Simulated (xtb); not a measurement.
xtb 6.7.1, GFN1-xTB: Ge(H)(F)(OEt)2 (CC[O][GeH]([F])[O]CC), 19 atoms. The geometry is a generated start, not checked to be a minimum at this level.

| Property | Result |
|---|---|
| method | GFN1-xTB |
| --acc | 1 (default) |
| --etemp (K) | 300 (default) |
| detailed input (--input) | none: ANC optimiser, Lindh (1995) Hessian, microcycle=20, maxdispl=1.0, hlow=0.01 (default) |
| basis functions | 60 |
| valence electrons | 50 |

```xyz
19

Ge     0.0729    -1.0676     0.6402
F     -0.2905    -0.8646     2.3264
O     -1.2737    -0.4243    -0.2209
C     -2.6664    -0.5613     0.0487
C     -3.3738     0.7067    -0.4001
O      1.3948    -0.0151     0.4068
C      2.4551     0.0179    -0.5424
C      3.5356     0.9436    -0.0092
H      0.3401    -2.5388     0.4844
H     -2.8342    -0.7258     1.1180
H     -3.0502    -1.4268    -0.5028
H     -4.4412     0.6169    -0.2125
H     -3.2092     0.8696    -1.4624
H     -2.9830     1.5608     0.1477
H      2.8604    -0.9881    -0.6952
H      2.0741     0.3875    -1.4996
H      4.3755     0.9710    -0.6986
H      3.1354     1.9464     0.1108
H      3.8783     0.5919     0.9607
```

The structure is relaxed from this start with --opt LEVEL for the levels crude, sloppy, loose, lax, normal, tight, vtight, extreme, once each. Up to the end of the extreme run atoms move by at most 1.3 Å along an axis.

**Question.** What is the loosest level that ends within 20 meV of the extreme run, and how many cycles does it take?

**Answer.** normal: 57 cycles against 74, ending 0.18 meV above.

```csv
level,cycles,energy above the extreme run (meV),gradient norm (eV/Å)
crude,3,260,0.45
sloppy,5,250,0.14
loose,6,250,0.16
lax,9,250,0.056
normal,57,0.18,0.039
tight,62,0.039,0.024
vtight,69,under 0.01,0.0029
extreme,74,—,0.0015
```
